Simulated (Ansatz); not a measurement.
The reference is WSi₂ (space group I4/mmm, No. 139; a = 3.2114 Å, c = 7.8048 Å; relaxed with 0.1 eV smearing). Axes: x, y, z lie along a, b, c of the conventional cell.

Method: Ansatz (a quantum-chemistry and plane-wave program) r2SCAN, spin-orbit coupling left out.

Strains are applied to the cell and any free atomic positions relax; under stress the whole cell relaxes.

One change was made to it. Results:

The band gap remains zero; the shortest interatomic distance rises by 0.0022 Å (2.578 Å → 2.581 Å).

Q: Which of these changes matches the shifts?
(A) strain tensor (xx, yy, zz, yz, xz, xy) = (+0.75, −2.06, −2.75, +0.55, +1.11, −0.44) %
(B) isotropic strain +2.24 %
(C) uniaxial stress, 0.5 GPa tension along z

A: C, uniaxial stress, 0.5 GPa tension along z. For comparison, the shortest interatomic distance in the other runs: isotropic strain +2.24 % gives 2.615 Å; strain tensor (xx, yy, zz, yz, xz, xy) = (+0.75, −2.06, −2.75, +0.55, +1.11, −0.44) % gives 2.517 Å.

Stability under load was not tested beyond the relaxation. The final runs are not spin-polarised.
